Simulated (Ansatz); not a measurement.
**CaSi2 (R-3m): resistivity and electron-phonon coupling**

Data:

```yaml
crystal:
  lattice:
    - [1.90509, 1.09991, 5.22044]
    - [-1.90509, 1.09991, 5.22044]
    - [0.00000, -2.19981, 5.22044]
  atoms:
    - { symbol: Ca, position: [0.00000, 0.00000, 0.00000] }
    - { symbol: Si, position: [0.80238, 0.80238, 0.80238] }
    - { symbol: Si, position: [0.19762, 0.19762, 0.19762] }
```

These are PBEsol, DFPT electron-phonon coupling, linearised Boltzmann equation (plane waves, PAW, scalar-relativistic; Ansatz, an electronic-structure program) values and carry that method's errors. How the cell was made: relaxed with this functional, without spin-orbit coupling.

- resistivity at 300 K: 35 (x), 35 (y), 27 (z) μΩ·cm
- density of states at the Fermi level: 0.47 states/(eV·spin·cell)

A metal at this level (no band gap). Only scattering by harmonic phonons is included (no impurities, grain boundaries, electron-electron scattering or thermal expansion). Spin-orbit coupling is left out. Halving the electron mesh (28x28x28) moves the resistivity by up to 11 % at 300 K. Smearing 0.20 eV; phonons on a 4x4x4 q mesh, which this run doesn't test.

Computed structure with no diffraction record at hand here (it may be known, metastable or hypothetical): CaSi2 (R-3m).
